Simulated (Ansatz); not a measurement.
Band structure of ZrH₂ (Fm-3m, 3 atoms in the cell).

```
CELL_PARAMETERS angstrom
      0.00000     2.32192     2.32192
      2.32192     0.00000     2.32192
      2.32192     2.32192     0.00000
ATOMIC_POSITIONS crystal
  Zr 0.00000 0.00000 0.00000
  H  0.25000 0.25000 0.25000
  H  0.75000 0.75000 0.75000
```

Method: PBEsol with spin-orbit coupling, default PAW files made with PBE (plane waves; Ansatz, a program for electronic structure).

Settings: kpoints.mp_grid.grid = 10 10 10; hamiltonian.xc = pbesol; hamiltonian.pseudopotentials = {kind: paw} (the program's default PAW files); magnetization.noncollinear = true; magnetization.spin_orbit = true; scf.occupations.method = gaussian; scf.occupations.width = 0.272 eV; kpoints.band_path.npoints = 10.

The starting cell was generated: these elements placed on a structure prototype, without a prior relaxation; it need not be a known phase or ordering of this composition.

Levels in eV from the Fermi level, bands 11 to 18:
```csv
point,11,12,13,14,15,16,17,18
Γ,-1.31,-1.31,-0.38,-0.38,-0.38,-0.38,-0.31,-0.31
X,-4.34,-4.34,-3.75,-3.75,4.38,4.38,4.44,4.44
W,-5.76,-5.76,-2.50,-2.50,1.24,1.24,4.49,4.49
K,-5.08,-5.08,-2.77,-2.77,2.39,2.39,3.62,3.62
L,-4.28,-4.28,-0.28,-0.28,-0.20,-0.20,4.16,4.16
U,-5.08,-5.08,-2.77,-2.77,2.39,2.39,3.62,3.62
```

Bands cross the Fermi level along this path, so the cell is metallic at this level.

The net moment of the cell came out as 0.00 μB.

Keys are those of Ansatz 0.2.
